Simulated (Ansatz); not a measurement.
We consider antifluorite Be₂C, described by Hartree–Fock (Ansatz, an electronic-structure program, PAW).

From the output:

```
WARN output.stress: scf.exx.energy_threshold = 1e-6 eV is looser than the 3e-8 eV advised for a stress under a hybrid functional (1e-8 eV for each atom of the …
Crystal: 3 atoms, lattice volume = 20.437 Å³
Basis set: ecut = 460 eV, 459 PW (Γ), exchange–correlation on 48×48×48 points (8 copies of the dense FFT grid, shifted against one another)
Bands: 8, of which v1, the nominal top of the filled ones, is band 4 counted from 1 (3 counted from 0)
Symmetry: 48 space group operations
Space group: Fm-3m (ITA 225), of the structure as read, at distance tolerance 2.7e-5 Å
k-points: 47 of 1000
Functional: x = pbe(κ = 0.804, μ = 0.2195149727645171), c = none, warm-up for x = 0 pbe(κ = 0.804, μ = 0.2195149727645171) + 1 exact, c = none
SCF iter   1: F=—  HF=-424.064457 eV  |F-HF|=—  |Δ(HF+E_count)|=         —  Δρ=1.52e-2  dr2=5.52e-2
SCF iter   2: F=—  HF=-424.049153 eV  |F-HF|=—  |Δ(HF+E_count)|=   1.53e-2  Δρ=3.74e-3  dr2=2.56e-3
  ...
Crystal: 3 atoms, lattice volume = 20.437 Å³
Initial density: handed on by an earlier stage of this run
Functional: x = 0 pbe(κ = 0.804, μ = 0.2195149727645171) + 1 exact, c = none
Crystal: 3 atoms, lattice volume = 20.437 Å³
Crystal: 3 atoms, lattice volume = 20.437 Å³
SCF iter   3: F=—  HF=-426.409633 eV  |F-HF|=—  |Δ(HF+E_count)|=   1.62e-8  Δρ=5.82e-6  dr2=9.13e-9
SCF iter   4: F=-426.409633 eV  HF=-426.409633 eV  |F-HF|=1.06e-10  |Δ(HF+E_count)|=   3.61e-9  Δρ=8.83e-7  dr2=1.25e-10
SCF 4 converged in 4 iterations: F = -426.409633 eV  dr2 = 1.25e-10
Free energy (F): -426.409633 eV
Internal energy: -426.409633 eV  (E = F + TS)
E sigma→0 (E₀):  -426.409633 eV
Fermi energy:    11.267768 eV
--- Stress (GPa, compression-positive) ---
        0.963623       0.000000       0.000000
       -0.000000       0.963623      -0.000000
       -0.000000       0.000000       0.963623
  P = ⅓ Tr σ = 0.9636 GPa (9.636 kbar)
```

**Question.** Write an input file that could have produced this run (the log leaves some choices open).

**Answer.** One answer among several that fit: 
Ansatz 0.2 input:
```yaml
crystal:
  lattice:
    - [0.0, 2.17, 2.17]
    - [2.17, 0.0, 2.17]
    - [2.17, 2.17, 0.0]
  atoms:
    - { symbol: Be, position: [0.25, 0.25, 0.25] }
    - { symbol: Be, position: [0.75, 0.75, 0.75] }
    - { symbol: C, position: [0.0, 0.0, 0.0] }
basis:
  ecutwfc: 460
  ecutrho_ratio: 4
  xc_grid: 2
kpoints:
  mp_grid: { grid: [10, 10, 10] }
hamiltonian:
  xc: hf
  dispersion: none
  pseudopotentials: { kind: paw }
scf:
  occupations: { method: fermi_dirac, width: 0.01 }
  convergence: { dr2_threshold: 0.0000000003 }
output:
  forces: true
  stress: true
  eigenvalues: true
```

The PAW data were made under PBE.

Note: cell and atoms aren't relaxed at this level (pressure 1.0 GPa).
